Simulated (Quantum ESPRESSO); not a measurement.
## Pressure against volume in zinc-blende CdS (space group 216) (Quantum ESPRESSO, LDA)

```
CdS
1.0
    0.00000     2.79682     2.79682
    2.79682     0.00000     2.79682
    2.79682     2.79682     0.00000
Cd S
1 1
Direct
  0.00000   0.00000   0.00000
  0.75000   0.75000   0.75000
```

Method: LDA (PZ), GBRV 1.5 ultrasoft (LDA) pseudopotentials (plane waves; Quantum ESPRESSO 7.5). Settings: ecutwfc = 52 Ry; ecutrho = 260 Ry; occupations = smearing; smearing = fd; degauss = 0.000734986 Ry; potentials = {Cd: cd_lda_v1.uspp.F.UPF, S: s_lda_v1.4.uspp.F.UPF}; K_POINTS = automatic 10 10 10 0 0 0; conv_thr = 1e-10 Ry. The cell above is the first row's. The rows scale it uniformly. In all rows fractional positions and the k mesh are held.

| V (Å^3/atom) | P (GPa) |
|---|---|
| 21.877 | ? |
| 22.353 | 5.02 |
| 22.829 | 3.16 |
| 23.304 | 1.50 |
| 23.780 | 0.02 |
| 24.255 | -1.31 |
| 24.731 | -2.50 |
| 25.206 | -3.56 |
| 25.682 | -4.50 |

### Question
Using a cubic, estimate the missing P at V = 21.877 from the other rows, showing the fit.

### Answer
With u = V - 24.0, the rows have u = -1.6470, -1.1710, -0.6960, -0.2200, 0.2550, 0.7310, 1.2060, 1.6820. Least squares gives P = -0.619 - 2.8039·u + 0.3353·u² - 0.02438·u³. Residuals (row less fit): 0.003, -0.003, -0.003, 0.006, 0.003, -0.001, -0.004, 0.003; standard error 0.005 (degrees of freedom: 4). The fitted pressure is zero at V0 = 23.78, where dP/dV = -2.952, so B0 = -V0·dP/dV = 70.2 GPa. At the withheld row, u = -2.1230, so P = -0.619 - 2.8039 × (-2.1230) + 0.3353 × (-2.1230)² - 0.02438 × (-2.1230)³ = 7.078 GPa. The calculation gives 7.09 GPa, 0.012 GPa above the prediction (0.1 % of the range of P in the table). The row lies outside the fitted rows, so this is an extrapolation. From the scatter of the fitted rows alone, a prediction at this place has a standard error of 0.013 GPa, so the miss is 0.9 times that.

Carrying the step between the two nearest rows on in a straight line would have given 6.88, off by 0.21; series whose last step already gives the withheld value aren't shown. The scan was laid around a cell of about the measured size, scaled by a guess for this functional. This is a metastable polymorph. The runs keep the symmetry of the cell, so they don't test it for distortions. Cutoffs and mesh are single choices, not tested for convergence of this quantity. Series with a scatter that would blur these digits, or in which a gap closes, are not shown.
